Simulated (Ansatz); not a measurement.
Reference: KCl (Fm-3m), PBEsol, rigid bands (plane waves, PAW, scalar-relativistic; Ansatz, a first-principles code); geometry: cell and atoms relaxed with PBEsol.

```
CELL_PARAMETERS angstrom
      0.00000     3.12148     3.12148
      3.12148     0.00000     3.12148
      3.12148     3.12148     0.00000
ATOMIC_POSITIONS crystal
  K  0.00000 0.00000 0.00000
  Cl 0.50000 0.50000 0.50000
```

- band gap: 5.10 eV
- electron conductivity mass: 0.45 mₑ
- Seebeck coefficient, n-type 1e19 cm⁻³: -198 μV/K

Task: Swap K for Li, keeping the structure type. How do these values move?

Result: LiCl (Fm-3m): volume per atom 30.4 to 16.2 Å³; band gap rises (5.10 eV to 6.35 eV); electron conductivity mass rises (0.45 mₑ to 0.48 mₑ); Seebeck coefficient, n-type 1e19 cm⁻³ stays about the same (-198 μV/K to -206 μV/K).

Task: Replace Cl by Br on the same sites and relax. What happens?

Result: KBr (Fm-3m): volume per atom 30.4 to 35.1 Å³; band gap falls (5.10 eV to 4.34 eV); electron conductivity mass falls (0.45 mₑ to 0.38 mₑ); Seebeck coefficient, n-type 1e19 cm⁻³ falls in size (-198 μV/K to -180 μV/K).

Task: Replace K by Rb on the same sites and relax. What happens?

Result: RbCl (Fm-3m): volume per atom 30.4 to 35.0 Å³; band gap stays about the same (5.10 eV to 4.90 eV); electron conductivity mass stays about the same (0.45 mₑ to 0.43 mₑ); Seebeck coefficient, n-type 1e19 cm⁻³ stays about the same (-198 μV/K to -193 μV/K).

Moves up to 5 % count as about the same. Masses are for dilute carriers at 300 K, harmonic means over directions unless an axis is named. Seebeck coefficients are for the stated density at 300 K, with one relaxation time for all states and whether or not that doping can be reached. Spin-orbit coupling is left out.
